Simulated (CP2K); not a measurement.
Worked example: self-consistent single point of Pd (Fm-3m, 1 atom in the cell) in CP2K.

Method of the run: CP2K with PBEsol, GPW, DZVP-MOLOPT-SR-GTH basis, GTH-PBE potentials (GTH_POTENTIALS).

```xyz
1
Lattice="2.7292 0.0000 0.0000 1.3646 2.3635 0.0000 1.3646 0.7878 2.2284" Properties=species:S:1:pos:R:3 pbc="T T T"
Pd     0.0000     0.0000     0.0000
```

Reference input (self-consistent single point, DFT PBE, GPW, DZVP-MOLOPT-SR-GTH basis, GTH-PBE potentials (GTH_POTENTIALS)): CUTOFF = 500 Ry; REL_CUTOFF = 50 Ry; SMEAR/METHOD = GAUSSIAN; SIGMA = 0.136 eV; KPOINTS/SCHEME = MONKHORST-PACK 15 15 15; XC_FUNCTIONAL = PBE; Pd/BASIS_SET = DZVP-MOLOPT-SR-GTH-q18; Pd/POTENTIAL = GTH-PBE-q18; METHOD = GPW; EPS_DEFAULT = 1e-10; NGRIDS = 5; SCF_GUESS = ATOMIC. This run's input differs from it in these lines:

```diff
@@ -43,3 +43,6 @@
     &XC
-      &XC_FUNCTIONAL PBE
+      &XC_FUNCTIONAL
+        &PBE
+          PARAMETRIZATION PBESOL
+        &END PBE
       &END XC_FUNCTIONAL
```

The program printed (abridged):

```
 SCF WAVEFUNCTION OPTIMIZATION

  Step     Update method      Time    Convergence         Total energy    Change
     1 NoMix/Diag. 0.20E+00      -     0.35196079      -127.3260459312 -1.27E+02
     2 Broy./Diag. 0.20E+00      -     0.08071545      -129.8251798406 -2.50E+00
     3 Broy./Diag. 0.20E+00      -     0.14897725      -128.3144913567  1.51E+00
     4 Broy./Diag. 0.20E+00      -     0.01054583      -127.0115583340  1.30E+00
     5 Broy./Diag. 0.20E+00      -     0.00419060      -127.1628332347 -1.51E-01
     6 Broy./Diag. 0.20E+00      -     0.00031392      -127.1217381391  4.11E-02
   [... 2 lines left out ...]
     9 Broy./Diag. 0.20E+00      -     0.00003044      -127.1179247300 -5.98E-05
    10 Broy./Diag. 0.20E+00      -     0.00000045      -127.1178936988  3.10E-05
    11 Broy./Diag. 0.20E+00      -     0.00000084      -127.1179122512 -1.86E-05
    12 Broy./Diag. 0.20E+00      -     0.00000002      -127.1179125933 -3.42E-07
  *** SCF run converged in    12 steps ***

  Overlap energy of the core charge distribution:               0.00000000000000
  Self energy of the core charge distribution:               -222.92368910911350
  Core Hamiltonian energy:                                     52.69751835015713
  Hartree energy:                                              55.59438713476381
  Exchange-correlation energy:                                -12.48543708988194
  Smearing free energy correction:                             -0.00069187928100
  Fermi energy:                                                 0.56436257056002

  Total energy:                                              -127.11791259330236
  Total energy (extrapolated to sigma->0):                   -127.11756665366187

                     Mulliken Population Analysis

   [... lines left out ...]

 STRESS| Analytical stress tensor [bar]
 STRESS|                        x                   y                   z
 STRESS|      x        4.92387154983E+04  -2.77149925597E-01  -1.95728960696E-01
 STRESS|      y       -2.77149925597E-01   4.92388670588E+04  -1.18771871573E-02
 STRESS|      z       -1.95728960696E-01  -1.18771871573E-02   4.92384878971E+04
 STRESS| 1/3 Trace                                             4.92386901514E+04
```

The run converged in 12 iterations. Against the reference run the pressure goes from 14.96 to 4.92 GPa.

The starting cell has typed, rounded lattice constants, without a prior relaxation at this level. Its lattice was rescaled by a random factor within 2.5 % of one. Spin polarisation is off. Values carry the incompleteness of an atom-centred basis. The potentials were made for another functional than the one used. With a pressure of about 5 GPa the cell is away from its equilibrium volume at this level.

Cost on one core of a shared machine: roughly 4 min.
